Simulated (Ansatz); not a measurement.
# Step by step: formation energy of the neutral V_O in SiO2 (quartz, P3₂21)

This concerns the formation energy of the neutral V_O in SiO2 (quartz, P3₂21). Reaction: 1/2 Si (diamond) + 47/2 SiO2 (quartz) → cell A.

A: a supercell of 72 sites of SiO2 (quartz, P3₂21) with one empty O site amid 2 Si; spin state with PBE: run without spin.

Ansatz (an electronic-structure program) with PAW potentials; structures come from PBE relaxations, nuclei static, no net charge. Ansatz runs with its default PAW set. Other levels take these structures. The lattices are those relaxed with PBE, so at other levels the solids can be strained, which adds to the spread. Larger cells are relaxed from a start prepared with the learned potential CHGNet, on a coarser mesh till forces fall under 0.03 eV/Å, which some starts already meet. A dispersion term (D3(BJ), or D4 for r2SCAN) was computed beside these levels and is taken off wherever the name lacks it. The PAW files were made for PBE and serve at the other functionals too. Space groups of crystals are read within 0.01 Å. Mesh and cell size may move defect energies by 0.1 eV or more. The value holds for the reservoirs listed; other chemical potentials shift it.

Total energies of the cells in eV, at zero smearing width. They compare only within one column; the weights balance every element.

| cell | atoms | weight | r2SCAN | PBEsol |
|---|---|---|---|---|
| A: SiO2:V_O | 71 | +1 | -42149.97291 | -41354.84612 |
| Si (diamond) | 2 | −1/4 | -1278.13039 | -1242.97967 |
| SiO2 (quartz) | 72 | −47/48 | -42721.76047 | -41918.54445 |

r2SCAN: (-42149.97291) − 1/4 × (-1278.13039) − 47/48 × (-42721.76047) = 1.283 eV.

PBEsol: (-41354.84612) − 1/4 × (-1242.97967) − 47/48 × (-41918.54445) = 1.140 eV.

What follows from the r2SCAN value: With the reservoirs of the reaction as written, and without entropy terms or charged states, the share of sites that hold the defect in equilibrium is exp(−1.28 eV/k_BT) = 3.5×10^-7 at 1000 K.
